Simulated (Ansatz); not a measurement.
# Be under a change: uniaxial strain ε_zz = −0.50 %

The parent structure is Be in the hcp (Mg type) structure (space group P6_3/mmc, No. 194; a = 2.2627 Å, c = 3.5664 Å; relaxed with 0.1 eV smearing). Axes: x lies along a and z along c of the hexagonal cell.

The change: the cell is compressed by 0.50 % along z with no lateral relaxation, atoms relaxed at fixed cell.

Computed with Kohn–Sham DFT with the PBE functional, run in Ansatz (a program for electronic structure) with PAW and 420 eV plane waves, no SOC. Γ-centred 29×29×16 mesh, Fermi–Dirac width 0.1 eV.

```tsv
quantity	base	changed	shift
volume per atom	7.91 Å³	7.87 Å³	-0.04 Å³
shortest interatomic distance	221.1 pm	220.3 pm	-0.72 pm
energy relative to the base (free energy F)	0 meV/atom	+0.2 meV/atom	+0.2 meV/atom
pressure (mean of the normal stresses, compression positive)	0.0 GPa	0.7 GPa	+0.7 GPa
band gap	zero	zero	–
stress (xx, yy, zz, yz, xz, xy; compression positive)	–	(0.1, 0.1, 1.9, 0.0, 0.0, 0.0) GPa	–
```

Final structure:

```xyz
2
Lattice="2.2627 0.0000 0.0000 -1.1314 1.9596 0.0000 0.0000 0.0000 3.5486" Properties=species:S:1:pos:R:3 pbc="T T T"
Be     1.1314     0.6532     2.6614
Be     0.0000     1.3064     0.8871
```

Cost of the whole job for the changed cell (relaxation, final SCF and bands): about 11 core-seconds (a rough figure).

No phonon test of stability was made.
